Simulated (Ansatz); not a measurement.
Input and output of a self-consistent single point for the (001) slab of SnO (cut from a parent of space group no. 129; 8 atoms in the cell) (Ansatz, a program for electronic structure).

Level of theory: PBEsol, default PAW files made with PBE (plane waves; Ansatz).

```
CELL_PARAMETERS angstrom
      3.78100     0.00000     0.00000
      0.00000     3.78100     0.00000
      0.00000     0.00000    21.10821
ATOMIC_POSITIONS crystal
  Sn 0.50000 0.00000 0.33162
  Sn 0.00000 0.50000 0.44023
  O  0.50000 0.50000 0.38593
  O  0.00000 0.00000 0.38593
  Sn 0.50000 0.00000 0.55977
  Sn 0.00000 0.50000 0.66838
  O  0.50000 0.50000 0.61407
  O  0.00000 0.00000 0.61407
```

Reference input (self-consistent single point, DFT, PBEsol, plane waves, default PAW files made with PBE): basis.ecutwfc = 420 eV; kpoints.mp_grid.grid = 6 6 1; hamiltonian.xc = pbesol; hamiltonian.pseudopotentials = {kind: paw} (the program's default PAW files); scf.occupations.method = fermi_dirac; scf.occupations.width = 0.02 eV. This run's input differs from it in these lines:

Ansatz 0.2 input:
```diff
@@ -16,3 +16,3 @@
 basis:
-  ecutwfc: 420.0 eV
+  ecutwfc: 250.0 eV
 kpoints:
```

The program printed (abridged):

```
SCF iter   1: F=—  HF=-26034.019125 eV  |F-HF|=—  |Δ(HF+E_count)|=         —  Δρ=3.54e-2  dr2=1.87e0  ethr=1.77e-3  ⟨swp⟩=7.7  Hψ=1937  notcnv=0
all-band conjugate gradients solve this SCF's bands
preconditioner: auto → Resta (q_TF=auto, 2.187 Å⁻¹)
SCF iter   2: F=—  HF=-26033.619322 eV  |F-HF|=—  |Δ(HF+E_count)|=   4.00e-1  Δρ=1.40e-2  dr2=6.24e-1  ethr=1.77e-3  ⟨swp⟩=2.9  Hψ=895  notcnv=0  defer=28
   [... lines left out ...]
SCF iter   5: F=—  HF=-26033.503516 eV  |F-HF|=—  |Δ(HF+E_count)|=   3.09e-4  Δρ=1.90e-4  dr2=1.32e-4  ethr=1.29e-6  ⟨swp⟩=3.0  Hψ=996  notcnv=0  defer=29
SCF iter   6: F=—  HF=-26033.503525 eV  |F-HF|=—  |Δ(HF+E_count)|=   9.65e-6  Δρ=5.27e-5  dr2=2.04e-5  ethr=1.65e-7  ⟨swp⟩=2.9  Hψ=923  notcnv=0  defer=29
SCF iter   7: F=—  HF=-26033.503176 eV  |F-HF|=—  |Δ(HF+E_count)|=   3.50e-4  Δρ=1.85e-5  dr2=1.35e-6  ethr=2.55e-8  ⟨swp⟩=2.0  Hψ=561  notcnv=0  defer=29
SCF iter   8: F=-26033.503176 eV  HF=-26033.503176 eV  |F-HF|=1.12e-9  |Δ(HF+E_count)|=   2.55e-7  Δρ=3.81e-6  dr2=4.64e-8  ethr=1.25e-10  ⟨swp⟩=13.1  Hψ=2876  notcnv=0
SCF 1 converged in 8 iterations: F = -26033.503176 eV  dr2 = 4.64e-8
Free energy (F): -26033.503176 eV
Internal energy: -26033.503176 eV  (E = F + TS)
E sigma→0 (E₀):  -26033.503176 eV
Fermi energy:    2.471445 eV
--- Forces (eV/Å), atoms counted from 1 ---
  atom   1  Sn    -0.00000000     0.00000000    -0.23627931
  atom   2  Sn     0.00000000     0.00000000     0.25570503
  atom   3  O      0.00000000     0.00000000     0.03458555
  atom   4  O      0.00000000     0.00000000     0.03458555
  atom   5  Sn     0.00000000     0.00000000    -0.25570503
  atom   6  Sn    -0.00000000     0.00000000     0.23627931
  atom   7  O      0.00000000     0.00000000    -0.03458555
  atom   8  O      0.00000000     0.00000000    -0.03458555
--- Stress (GPa, compression-positive) ---
       -0.036734       0.000000       0.000000
        0.000000      -0.036734       0.000000
        0.000000       0.000000       0.191780
  P = ⅓ Tr σ = 0.0394 GPa (0.394 kbar)
  The stress holds the Pulay correction. Without it, at fixed plane waves, as pw.x and ABINIT print it: P = -24.2662 GPa
```

The run converged in 8 iterations. Against the reference run the free energy rises by 1.12 eV/atom, the largest force goes from 0.417 to 0.256 eV/Å and the gap on the mesh goes from 1.051 to 1.015 eV.

The starting cell has typed, rounded lattice constants, without a prior relaxation at this level. The slab is cut from that crystal, and its faces are unrelaxed. Its lattice was rescaled by up to half a per cent. Spin polarisation is off, though cut faces can carry moments; a gap of a slab can lie between surface states. The cutoff lies below the one recommended for these files.
